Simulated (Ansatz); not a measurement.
Given:

Host crystal: zinc-blende InP, with a band gap (PBE, scalar-relativistic without spin-orbit coupling).

End structure of NH2 on the 1x1 (110) surface of zinc-blende InP (cut with top plane In + P), one in a 2x1 cell, started at the site 'hollow P':

```yaml
crystal:
  lattice:
    - [8.42871, 0.00000, 0.00000]
    - [0.00000, 5.96000, 0.00000]
    - [0.00000, 0.00000, 27.50000]
  atoms:
    - { symbol: In, position: [0.25000, 0.55028, 0.36260] }
    - { symbol: In, position: [0.75000, 0.55028, 0.36260] }
    - { symbol: P, position: [0.00000, 0.76054, 0.33871] }
    - { symbol: P, position: [0.50000, 0.76054, 0.33871] }
    - { symbol: In, position: [0.00000, 0.97719, 0.42064] }
    - { symbol: In, position: [0.50000, 0.97719, 0.42064] }
    - { symbol: P, position: [0.25000, 0.22817, 0.42353] }
    - { symbol: P, position: [0.75000, 0.22817, 0.42353] }
    - { symbol: In, position: [0.25097, 0.47971, 0.50058] }
    - { symbol: In, position: [0.74903, 0.47971, 0.50058] }
    - { symbol: P, position: [0.00000, 0.73209, 0.49957] }
    - { symbol: P, position: [0.50000, 0.73423, 0.50031] }
    - { symbol: In, position: [0.00000, 0.98043, 0.57629] }
    - { symbol: In, position: [0.50000, 0.96654, 0.57985] }
    - { symbol: P, position: [0.25254, 0.22755, 0.57762] }
    - { symbol: P, position: [0.74746, 0.22755, 0.57762] }
    - { symbol: In, position: [0.27261, 0.50683, 0.64807] }
    - { symbol: In, position: [0.72739, 0.50683, 0.64807] }
    - { symbol: P, position: [0.00000, 0.71538, 0.65287] }
    - { symbol: P, position: [0.50000, 0.77558, 0.66543] }
    - { symbol: N, position: [0.00000, 0.86717, 0.70667] }
    - { symbol: H, position: [0.09913, 0.96321, 0.71146] }
    - { symbol: H, position: [0.90087, 0.96321, 0.71146] }
```

Slab: 23 atoms, 8.9 Å thick at the start under the adsorbate (thin: gaps and levels are the slab's own); k 3x4x1, smearing 0.01 eV, dipole-corrected; single point; on the structure that PBE left under its start's symmetry; spin-polarised, ending with about 0.8 μB a cell, a value that depends on the mesh; orders that need a larger cell were not tried, no spin-orbit, no U, no dispersion correction. The slab shows no gap over 0.04 eV on its mesh. The program's check for a lower electronic state was not made. At the end it is bonded to P. In PBE it is, or lies within 0.03 eV of, the lowest of the starts that converged; the order may differ at this level.

A negative adsorption energy means that the adsorbate is more stable on the surface than in its reference.

Task: Give the work function of the top face at the level Ansatz (a quantum-chemistry and plane-wave program) with r2SCAN, at the PBE geometry and the start's symmetry.

Result: 3.80 eV

Task: What change of the step from the bottom to the top vacuum level, against the clean slab does r2SCAN, at the PBE geometry and the start's symmetry give?

Result: -0.50 eV

Task: Predict the adsorption energy against NH3(g) − ½ H2(g) at the same level from r2SCAN, at the PBE geometry and the start's symmetry.

Result: 1.10 eV
